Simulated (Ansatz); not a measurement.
Consider B6P (space group R-3m, No. 166; a = 5.970 Å, c = 11.789 Å (hexagonal axes); a cell from a computed database, its experimental status unchecked).

Computed with PBEsol in Ansatz (plane waves to 420 eV, PAW, no spin-orbit coupling).

Base values:

- Band gap: 2.40 eV
- Smallest direct gap: 2.42 eV
- Width of the top valence band: 0.94 eV
- Lattice parameter a: 5.970 Å
- Gap character: indirect, L–Γ (60 % along) → L

It is then changed as follows: cell and atoms relaxed at a pressure of 0.3 GPa.

Q: How does this affect the band gap, smallest direct gap, width of the top valence band, lattice parameter a and gap character?

A: The band gap remains 2.40 eV; the smallest direct gap remains 2.42 eV; the width of the top valence band stays 0.94 eV; the lattice parameter a decreases by 0.003 Å, from 5.970 Å to 5.967 Å; the gap character remains indirect, L–Γ (60 % along) → L.

Load acts through the strain it causes; cell and atoms are relaxed under it. Gaps are Kohn–Sham eigenvalue differences; semilocal functionals usually give less than the measured gap. Stability against distortions was not tested.

Ansatz is an electronic-structure program.
